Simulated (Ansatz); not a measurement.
## NaReO3 in the cubic perovskite structure (space group Pm-3m, No. 221; a cell from a computed database, its experimental status unchecked)

```xyz
5
Lattice="3.8373 0.0000 0.0000 0.0000 3.8373 0.0000 0.0000 0.0000 3.8373" Properties=species:S:1:pos:R:3 pbc="T T T"
Na     0.0000     0.0000     0.0000
Re     1.9187     1.9187     1.9187
O      1.9187     1.9187     0.0000
O      0.0000     1.9187     1.9187
O      1.9187     0.0000     1.9187
```

Method: PBEsol, PAW, 420 eV (Ansatz, a quantum-chemistry and plane-wave program; no SOC). Settings: 12×12×12 k-points, 0.05 eV Fermi–Dirac smearing.

```yaml
volume_per_atom: 11.30 Å³
density: 7.56 g/cm³
band_gap: zero
total_energy: -2779.363 eV/atom (σ→0; compares only within this code and set-up)
```

Whether these cells are dynamically stable was not tested. No Hubbard U is applied, and correlation can decide whether such a compound is a metal. The final runs are not spin-polarised. Many cubic perovskites are stable only at high temperature; tilts and polar distortions were not tested.
